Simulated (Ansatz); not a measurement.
Base system: Mg$_{2}$Si (space group Fm-3m, No. 225).

```
CELL_PARAMETERS angstrom
      0.00000     3.18221     3.18221
      3.18221     0.00000     3.18221
      3.18221     3.18221     0.00000
ATOMIC_POSITIONS crystal
  Si 0.00000 0.00000 0.00000
  Mg 0.25000 0.25000 0.25000
  Mg 0.75000 0.75000 0.75000
```

Calculations: PBE (Ansatz, a quantum-chemistry and plane-wave program; PAW; 420 eV plane waves; no spin-orbit coupling), earlier PAW set.

For the base:

| Item | Result |
|---|---|
| Smallest direct gap | 1.84 eV |
| Volume per atom | 21.48 Å³ |
| Band gap | 0.22 eV |

One thing is altered: full substitution Si → C; the structure is relaxed again.

Tabulated Pauling electronegativity and covalent radius: Si 1.90, 1.11 Å; C 2.55, 0.76 Å.

Task: What happens to the smallest direct gap, volume per atom and band gap?

Result: The smallest direct gap falls by 0.48 eV to 1.36 eV; the volume per atom falls by 7.92 Å³, from 21.48 Å³ to 13.56 Å³; the band gap rises by 0.52 eV to 0.74 eV.

Whether these cells are dynamically stable was not tested. As relaxed here, Mg2C is a hypothetical phase, not in the database extracts checked. A zero or small gap of Mg2Si can be the functional's error rather than a property of the material.
